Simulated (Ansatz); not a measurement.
Cell and atoms of amorphous Ga24O38Ge:

```xyz
63
Lattice="9.3906 -0.0432 -0.0047 -0.0432 9.4035 -0.0547 -0.0047 -0.0547 8.9394" Properties=species:S:1:pos:R:3 pbc="T T T"
Ga     6.1239     5.8610     7.7286
Ga     1.5206     3.3425     7.3508
Ga     7.6545     5.2248     3.6629
Ga     4.4100     0.3758     1.3542
Ga     5.1933     1.6307     4.8691
Ga     7.1362     3.6331     0.6976
Ga     3.1155     0.3812     7.1264
Ga     9.1411     7.5627     1.8451
Ga     6.2122     8.6266     8.4532
Ga     4.7504     3.0994     7.6505
Ga     7.5814     0.8743     2.3302
Ga     6.9345     8.1832     4.3317
Ga     1.7653     4.8295     1.6413
Ga     1.6712     1.5116     2.2514
Ga     4.8590     5.1736     5.0946
Ga     3.8922     6.8153     0.9514
Ga     8.5963     7.9131     7.0838
Ga     7.6176     3.3561     6.3151
Ga     0.8209    -0.0202     5.0531
Ga     4.6681     3.5543     2.2536
Ga     1.2303     6.4938     8.4117
Ga     1.4143     6.1493     5.0618
Ga     9.1963     1.2255     8.6327
Ga     3.6657     7.8976     4.1437
O      2.9105     7.1732     8.3954
O      3.9934     0.2410     5.3628
O      6.7149     7.4419     6.9799
O      3.2438     5.9905     4.6005
O      3.1074     2.3246     7.3470
O      0.1456     5.1879     3.9437
O      1.4336     4.5863     8.7249
O      9.1940    -0.0473     2.4437
O      1.2958     6.5786     1.7276
O      7.9142     0.0851     8.0049
O      0.4962     6.5596     6.6384
O      7.3452     4.4395     8.0023
O      3.7706     8.2373     2.2264
O      6.2550     0.0802     1.3044
O      3.6235     1.7878     2.2254
O      8.9703     7.2957    -0.0270
O      8.3370     2.8669     4.6275
O      1.3190     0.0866     6.8613
O      6.5049     0.6319     3.8916
O      4.4995     0.1107     8.3844
O      1.7471     7.9535     4.3318
O      9.1853     2.5756     7.3074
O      6.7977     4.9764     5.3124
O      7.7364     7.0176     3.0045
O      8.2105     2.2143     1.1543
O      6.0121     2.2928     6.4745
O      3.6347     5.0451     1.7287
O      5.3427     3.0383     0.4782
O      1.2122     3.3520     2.5546
O      6.6322     4.3415     2.3360
O      1.4679     1.2062     0.4712
O      8.4658     8.6279     5.3018
O      1.3187     1.5425     4.1525
O      4.6683     4.8846     7.0077
O      5.3948     7.1984     4.5146
O      1.6344     4.0541     5.6266
O      5.6575     6.8864     0.3194
O      4.7089     3.3632     4.1506
Ge     0.6326     3.3482     4.3104
```

All values below come from PBE, scalar-relativistic without spin-orbit coupling (plane waves to 420 eV, PAW; Ansatz, a first-principles code).

The cell was made by melting and quenching with the CHGNet potential and then relaxed with DFT. O atoms were pushed apart under 1.9 Å during the dynamics, to hinder bonds among them. The hot cell started wider than the set density and was brought back towards it in steps. It is the lowest in DFT energy of 2 quenches. It is a model cell: composition and starting density were chosen by hand, and all elements were melted together. No dispersion term was used. Its density started from a set value of 4.95 and ended at 4.95 g/cm³. The simulated quench (nominally 280 K/ps over its main leg) is rapid and tends to freeze in more defects than a deposited or slowly cooled glass has. One small periodic cell is one sample of the glass; other quenches scatter about these values. The volume was held where the preparation left it and the shape relaxed, at a PBE pressure of -0.6 GPa (tension). Stress components on the final sampling reach 0.6 GPa.

Bonds are counted up to Ga-Ga 2.68 Å, Ga-O 2.32 Å, Ga-Ge 2.66 Å, O-O 1.58 Å, O-Ge 2.23 Å, Ge-Ge 2.81 Å. Two cations that share two anions don't count as bonded, nor two that share one unless they lie closer than Ga-Ga 2.61 Å, Ga-Ge 2.59 Å, Ge-Ge 2.57 Å.

**Question.** Give the coordination numbers, mean bond lengths and angles.

**Answer.** 
The mean coordination of Ga by anions is 4.33 (16 with 4, 8 with 5) and the mean coordination of O is 2.87 (5 with 2, 33 with 3). The mean coordination of Ge by anions comes out as 5.00 (1 with 5) and the mean Ga-O bond is 1.921 Å (spread 0.079 Å, 104 counted). The mean O-Ge bond comes out as 1.859 Å (spread 0.069 Å, 5 counted), the bond angle at Ga comes out as mean 107.7°, spread 19.8° and the bond angle at O is mean 116.4°, spread 14.0°. The bond angle at Ge comes out as mean 106.2°, spread 24.1°.

**Question.** Which atoms depart from the most common coordination of their element?

**Answer.** Ga9 has 5 (O38 1.91 Å, O34 1.94 Å, O27 1.96 Å, O44 1.97 Å, O61 2.05 Å); Ga15 has 5 (O28 1.88 Å, O58 1.94 Å, O47 1.96 Å, O62 2.05 Å, O59 2.17 Å); Ga17 has 5 (O56 1.92 Å, O34 1.94 Å, O27 1.94 Å, O35 1.95 Å, O40 1.98 Å); Ga18 has 5 (O41 1.90 Å, O50 1.93 Å, O46 2.01 Å, O36 2.02 Å, O47 2.07 Å); Ga20 has 5 (O51 1.89 Å, O62 1.91 Å, O52 1.97 Å, O39 2.05 Å, O54 2.12 Å); Ga21 has 5 (O25 1.81 Å, O40 1.90 Å, O35 1.92 Å, O31 1.94 Å, O33 2.26 Å); Ga22 has 5 (O35 1.87 Å, O28 1.89 Å, O30 1.95 Å, O45 1.97 Å, O60 2.18 Å); Ga24 has 5 (O59 1.90 Å, O45 1.93 Å, O37 1.95 Å, O28 2.01 Å, O26 2.12 Å); O25 has 2 (Ga21 1.81 Å, Ga16 1.83 Å); O32 has 2 (Ga11 1.86 Å, Ga8 1.87 Å; Ga14 at 2.41 Å just beyond); O41 has 2 (Ge63 1.77 Å, Ga18 1.90 Å); O42 has 2 (Ga7 1.84 Å, Ga19 1.88 Å); O55 has 2 (Ga14 1.82 Å, Ga23 1.83 Å).

**Question.** List the pairs of like atoms that count as bonded by the rules above.

**Answer.** There are none by these rules.
